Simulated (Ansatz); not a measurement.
Start from GaP in the zinc blende structure (space group F-43m, No. 216; a = 5.506 Å).

One thing is altered: a hydrostatic pressure of 4.5 GPa.

Levels (all Ansatz, an electronic-structure program, PAW): PBE (420 eV, spin-orbit coupling left out); r2SCAN (500 eV, scalar-relativistic without spin-orbit coupling); HSE06 (420 eV, no spin-orbit coupling); PBE+SOC (420 eV, noncollinear with spin-orbit coupling).

One geometry, relaxed with PBE, under each level:

Notes on the quantities. hole mass: degenerate bands, along [100].

The valence-band top lists the three highest levels at Γ (Kramers pairs under SOC), from the VBM.

```tsv
level	band gap	lowest conduction level above the VBM at special points	valence-band top at Γ	electron mass	hole mass	pressure
PBE	1.55 eV	X 1.61 eV; L 1.74 eV; Γ 2.01 eV; K 2.17 eV	0.00, 0.00, 0.00 eV	1.2 mₑ along k, 0.23 mₑ across (off the special points)	0.12, 0.37, 0.37 mₑ (at Γ)	4.50 GPa
r2SCAN	…	…	–	…	…	…
HSE06	2.22 eV	X 2.24 eV; L 2.58 eV; Γ 2.99 eV	–	–	–	–
PBE+SOC	1.53 eV	X 1.58 eV; L 1.71 eV; Γ 1.98 eV; K 2.14 eV	0.00, 0.00, -0.09 eV	1.2 mₑ along k, 0.23 mₑ across (off the special points)	0.15, 0.36 mₑ (at Γ)	4.48 GPa
```

Problem. Give the withheld r2SCAN results.

Solution. 
- r2SCAN, band gap: 1.81 eV
- r2SCAN, lowest conduction level above the VBM at special points: X 1.86 eV; L 2.11 eV; Γ 2.56 eV; K 2.45 eV
- r2SCAN, electron mass: 1.1 mₑ along k, 0.22 mₑ across (off the special points)
- r2SCAN, hole mass: 0.13, 0.36, 0.36 mₑ (at Γ)
- r2SCAN, pressure: 2.03 GPa

Single points use the geometry relaxed with PBE. Their cutoffs differ, which shifts pressures a little. The hybrid gap comes from the SCF mesh plus the semilocal run's edge points and a few special points and is an upper bound. The spin-orbit shifts are approximate. Load acts through the strain it causes; cell and atoms are relaxed under it. Effective masses come from finite differences of ±0.01 Å⁻¹. Along k means along the line from Γ to the band edge. Whether these cells are dynamically stable was not tested. Tetrahedral semiconductors of this kind turn to denser phases somewhere between about 1 and 50 GPa; those were not computed, so compressed cells here can lie past the real transition.
